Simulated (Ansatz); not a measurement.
# Response to strain in SiO2

The parent structure is SiO2 in the rutile structure (space group P4_2/mnm, No. 136).

```
SiO2
1.0
    4.23608     0.00000     0.00000
    0.00000     4.23608     0.00000
    0.00000     0.00000     2.69045
Si O
2 4
Cartesian
  0.00000   0.00000   0.00000
  2.11804   2.11804   1.34522
  1.30040   1.30040   0.00000
  3.41844   0.81764   1.34522
  0.81764   3.41844   1.34522
  2.93568   2.93568   0.00000
```

Cartesian axes are those of the cell as printed.

Strains are applied to the cell and any free atomic positions relax.

The values are results of Ansatz (a program for electronic structure), PBE, PAW, cutoff 420 eV, no spin-orbit coupling, not measurements.

Notes on the quantities. energy relative to the base: free energy F.

```csv
uniaxial strain ε_zz (%),energy relative to the base (meV/atom)
-3,16.7
-2.4,10.6
-1.8,5.8
-1.2,2.6
-0.6,?
0,0.0
```

**Question.** Fit ΔE = Aε² + Bε³ (ε in %) to the rows shown and predict the withheld row.

**Answer.** Least squares on the printed values gives A = 1.74 and B = -0.040 meV/atom (largest residual 0.1 meV/atom); this predicts 0.6 meV/atom, and the run gives 0.6 meV/atom, in agreement.

Stability against distortions was not tested.
